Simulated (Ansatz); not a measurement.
Consider Cu3N (space group Pm-3m, No. 221; a = 3.827 Å). Axes: x, y, z lie along the cube axes.

Calculations: PBE (Ansatz, an electronic-structure program), without spin-orbit coupling.

It is then changed as follows: tensor shear ε_xy = +1.00 % (engineering shear γ = 0.0200), atoms relaxed at fixed cell.

Predict the stress tensor and what it implies for the stiffness.

Stress of the strained cell less that of the base (GPa, compression positive):
```
   0.02   -0.38    0.00
  -0.38    0.02    0.00
   0.00    0.00   -0.01
```

Then −Δσ/γ with γ = 2ε = 0.0200 gives relaxed-ion elastic constants: C66 ≈ 19 GPa.

Stability against distortions was not tested. All final runs are without spin polarisation.
